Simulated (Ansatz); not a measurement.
The reference is SiC in the zinc blende structure (space group F-43m, No. 216; a = 4.3563 Å).

Levels (all Ansatz, a program for electronic structure, PAW): r2SCAN (500 eV, scalar-relativistic without spin-orbit coupling); HSE06 (420 eV, no SOC).

The geometry is relaxed with r2SCAN.

| Property | Result |
|---|---|
| r2SCAN band gap | 1.71 eV |

Task: What does HSE06 give at this geometry for the band gap?

Result: The band gap goes up by 0.513 eV (1.71 eV → 2.23 eV).

Single points use the geometry relaxed with r2SCAN. The hybrid gap comes from the SCF mesh plus the semilocal run's edge points and a few special points and is an upper bound. Whether these cells are dynamically stable was not tested.
